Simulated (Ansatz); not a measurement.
# Carrier properties of LuSF (R-3m)

Input:

```
CELL_PARAMETERS angstrom
      1.94159     1.12098     8.23594
     -1.94159     1.12098     8.23594
      0.00000    -2.24195     8.23594
ATOMIC_POSITIONS crystal
  Lu 0.00000 0.00000 0.00000
  Lu 0.50000 0.50000 0.50000
  S  0.60879 0.60879 0.60879
  S  0.39121 0.39121 0.39121
  F  0.81776 0.81776 0.81776
  F  0.18224 0.18224 0.18224
```

Level of theory: PBEsol, rigid bands (plane waves, PAW, scalar-relativistic; Ansatz, a program for electronic structure). Cell: cell and atoms relaxed with PBEsol.

The band gap is 2.14 eV. The electron conductivity mass (300 K, dilute) is 0.51 (x), 0.51 (y), 0.63 (z) mₑ. The hole conductivity mass (300 K, dilute) is 0.57 (x), 0.57 (y), 1.74 (z) mₑ. The effective density of states N_c (300 K) comes out as 4.1e19 cm⁻³ and the effective density of states N_v (300 K) comes out as 3.7e19 cm⁻³. The density-of-states mass, electrons is 1.38 mₑ. The density-of-states mass, holes is 1.29 mₑ and the Seebeck coefficient, n-type 1e19 cm⁻³, 300 K is -333 μV/K. The best n-type power factor at 300 K for τ = 10 fs (best axis; densities from 1e16 to 1e21 cm⁻³ tried, whether or not they can be reached) is 12.7 μW/(cm·K²) at 1e20 cm⁻³ and the Seebeck coefficient, p-type 1e19 cm⁻³, 300 K is 323 μV/K. The best p-type power factor at 300 K for τ = 10 fs (best axis; densities from 1e16 to 1e21 cm⁻³ tried, whether or not they can be reached) is 12.0 μW/(cm·K²) at 3e20 cm⁻³.

Rigid bands; masses and Seebeck coefficients take one relaxation time τ for all states and one kind of carrier; polarons and phonon drag are left out. Spin-orbit coupling is left out; where it splits the top of the valence band, N_v and the p-type Seebeck coefficient come out somewhat high without it.

Formula and space group known from diffraction (Crystallography Open Database), not checked to be the room-temperature form: LuSF (R-3m).
